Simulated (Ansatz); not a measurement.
How far PBE and r2SCAN part for TiAl3, isotropic strain +3.50 %

Take TiAl3 (space group I4/mmm, No. 139; a = 3.848 Å, c = 8.613 Å; relaxed with 0.1 eV smearing) as the base.

(Cell as relaxed with PBE.)

Levels (all Ansatz, a first-principles code, PAW): PBE (420 eV, scalar-relativistic without spin-orbit coupling); r2SCAN (500 eV, no spin-orbit coupling).

Each level relaxes its own structure.

```
base                      PBE    r2SCAN
-------------------  --------  --------
volume per atom      15.94 Å³  15.65 Å³
lattice parameter a   3.848 Å   3.826 Å
band gap                 zero      zero
```

It is then changed as follows: the cell is scaled by 1.0350 in all directions, atoms relaxed at fixed cell.

```json
[
 {"quantity": "pressure (mean of the normal stresses, compression positive)", "PBE": "-8.8 GPa", "r2SCAN": "-9.6 GPa"},
 {"quantity": "energy relative to the base (free energy F)", "PBE": "+52 meV/atom", "r2SCAN": "+56 meV/atom"}
]
```

PBE's pressure lies 0.8 GPa above r2SCAN's; PBE's energy relative to the base lies 3.9 meV/atom below r2SCAN's. Neither level is exact; r2SCAN is the comparison here, not a measurement.

Whether these cells are dynamically stable was not tested. All final runs are without spin polarisation.
